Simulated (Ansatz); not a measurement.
Pressure series in AlAs

Take AlAs in the zinc blende structure (space group F-43m, No. 216; a = 5.7281 Å) as the base.

Cell and atoms are relaxed at each pressure.

The values are results of PBE (Ansatz, an electronic-structure program; PAW; 420 eV plane waves; without spin-orbit coupling), earlier PAW set, not measurements.

Computed cases, in order: pressure −2 GPa; pressure −1 GPa; 0 GPa (base); pressure 1.8 GPa; pressure 4.2 GPa; pressure 9 GPa; pressure 18 GPa; pressure 30 GPa; pressure 45 GPa; pressure 60 GPa.

Q: Between which two neighbouring cases does the gap turn between direct and indirect?

A: Between pressure −2 GPa (1.53 eV, direct at Γ) and pressure −1 GPa (1.53 eV, indirect, Γ → X). The whole series: pressure −2 GPa: 1.53 eV, direct at Γ; pressure −1 GPa: 1.53 eV, indirect, Γ → X; 0 GPa (base): 1.50 eV, indirect, Γ → X; pressure 1.8 GPa: 1.46 eV, indirect, Γ → X; pressure 4.2 GPa: 1.41 eV, indirect, Γ → X; pressure 9 GPa: 1.32 eV, indirect, Γ → X; pressure 18 GPa: 1.16 eV, indirect, Γ → X; pressure 30 GPa: 0.97 eV, indirect, Γ → X; pressure 45 GPa: 0.77 eV, indirect, Γ → X; pressure 60 GPa: 0.60 eV, indirect, Γ → X.

Load acts through the strain it causes; cell and atoms are relaxed under it. No phonon test of stability was made. Measured, AlAs leaves this structure (for the NiAs type) near 12 GPa (temperature not stated; as listed in Datta, Sujoy, Jana, Debnarayan, arXiv (2020)), on rising pressure, with hysteresis.
